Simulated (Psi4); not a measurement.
Psi4 1.11, HF/def2-svpd: Sr(F) ([F][Sr+]), charge +1, multiplicity 1, 2 atoms. The geometry is a generated start, not checked to be a minimum at this level.

```json
{
  "task": "energy",
  "method": "scf",
  "basis": "def2-svpd",
  "memory": "3 GB",
  "maxiter": "100",
  "keys_of_the_molecule_block": "symmetry c1",
  "scf_type": "df (default)",
  "diis_max_vecs": "10 (default)",
  "e_convergence": "1e-06 (default)",
  "d_convergence": "1e-06 (default)",
  "effective_core_potentials": "those of the basis set, past Kr",
  "basis_functions": "49"
}
```

```xyz
2

Sr    -0.5488    -0.4975    -0.7851
F      0.5488     0.4975     0.7851
```

Charge 1 and multiplicity 1 are set for this test and not shown to be the ground state.

With the defaults (damping_percentage = 0, diis = true, scf_initial_accelerator = adiis, guess = auto, which took SAD, diis_start = 1) it converges in 7 SCF iterations. One run each on 2 threads, with these changes:
- damping_percentage = 60
- guess = huckel
- scf_initial_accelerator = ediis
- guess = core
- damping_percentage = 20
- guess = gwh
- damping_percentage = 60, diis = false, scf_initial_accelerator = none
- scf_initial_accelerator = none
- diis_start = 4

### Question
Which of these changes keep the SCF from converging, or lead it to another solution?

### Answer
No convergence: damping_percentage = 60 (the run ends without SCF convergence in 100 iterations). The rest reach the solution of the defaults.

```csv
setting,SCF iterations,end
the defaults,7,same solution
scf_initial_accelerator = ediis,7,same solution
scf_initial_accelerator = none,7,same solution
guess = huckel,8,same solution
diis_start = 4,9,same solution
guess = core,10,same solution
guess = gwh,10,same solution
damping_percentage = 20,16,same solution
"damping_percentage = 60, diis = false, scf_initial_accelerator = none",55,same solution
damping_percentage = 60,100,no convergence
```
